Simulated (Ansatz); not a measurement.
The reference is BaTe in the rock salt structure (space group Fm-3m, No. 225; a = 6.941 Å). Axes: x, y, z lie along the cube axes.

Computed with PBEsol (Ansatz, a program for electronic structure, PAW, no spin-orbit coupling).

For the base:

* **Band gap**: 1.46 eV

One thing is altered: tensile biaxial strain of 2.50 % in the plane normal to [111], as in epitaxy on a mismatched substrate; the out-of-plane cell vector and the atoms relax.

**Question.** Estimate the effect on the band gap.

**Answer.** The band gap decreases by 0.07 eV to 1.39 eV.

**Question.** Estimate the effect on the hole mass.

**Answer.** The hole mass amounts to 0.23 mₑ out of plane, 0.53 mₑ in plane (at Γ).

**Question.** What happens to the out-of-plane strain?

**Answer.** The out-of-plane strain is -2.70 %.

With Te present, leaving out spin-orbit coupling can change the band edges. Effective masses come from finite differences of ±0.01 Å⁻¹. Whether these cells are dynamically stable was not tested.
